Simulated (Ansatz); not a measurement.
Take GaSb in the zinc blende structure (space group F-43m, No. 216; a = 6.132 Å) as the base. Axes: x, y, z lie along the cube axes.

Calculations: Ansatz (a first-principles code) r2SCAN, without spin-orbit coupling.

Modification: every lattice vector is shortened by 2.50 %, atoms relaxed at fixed cell.

Predict the stress tensor and what it implies for the stiffness.

Stress of the strained cell less that of the base (GPa, compression positive):
```
   4.84    0.00    0.00
   0.00    4.84    0.00
   0.00    0.00    4.84
```

Then B = −ΔP/(ΔV/V₀) with ΔV/V₀ = -0.0731 gives secant stiffness values (nonlinear terms included at this strain): B ≈ 66 GPa.

As a check, the harmonic strain energy −½ V₀ Δσ:ε is 33 meV/atom; the computed energy rise is 30 meV/atom.

Stability against distortions was not tested.
